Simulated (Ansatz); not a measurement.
# Effect of pressure 5 GPa on InP

Take InP in the zinc blende structure (space group F-43m, No. 216; a = 5.959 Å) as the base.

One thing is altered: a hydrostatic pressure of 5 GPa.

Method: DFT with PBE, PAW potentials and a 420 eV plane-wave cutoff in Ansatz (an electronic-structure program), without spin-orbit coupling. k-mesh 10×10×10 (Γ-centred); smearing 0.05 eV (Fermi–Dirac).

The density goes up by 0.337 g/cm³, from 4.58 g/cm³ to 4.91 g/cm³ and the lattice parameter a drops by 0.1396 Å, from 5.959 Å to 5.820 Å. The shortest interatomic distance drops by 0.060 Å (2.580 Å → 2.520 Å) and the enthalpy H = E + PV relative to the base's energy is +0.80 eV/atom. The band gap increases by 0.39 eV to 0.83 eV and the gap character is still direct at Γ. The mean gap deformation potential ΔEg/Δln V amounts to -5.5 eV and the width of the top valence band grows by 0.314 eV, from 2.69 eV to 3.01 eV. The electron mass becomes 0.064 mₑ (at Γ) (base: 0.037 mₑ (at Γ)) and the hole mass (degenerate bands, along [100]) goes from 0.037, 0.47, 0.47 mₑ (at Γ) to 0.064, 0.42, 0.42 mₑ (at Γ). The valley order (the lowest conduction-band minima on the path, energy above the VBM, named in the base's zone) goes from Γ 0.44 eV; L along ⟨111⟩ 1.38 eV; X along ⟨100⟩ 1.85 eV to Γ 0.83 eV; L along ⟨111⟩ 1.55 eV; X along ⟨100⟩ 1.73 eV.

Load acts through the strain it causes; cell and atoms are relaxed under it. Effective masses come from finite differences of ±0.01 Å⁻¹. Whether these cells are dynamically stable was not tested. Tetrahedral semiconductors of this kind turn to denser phases somewhere between about 1 and 50 GPa; those were not computed, so compressed cells here can lie past the real transition.
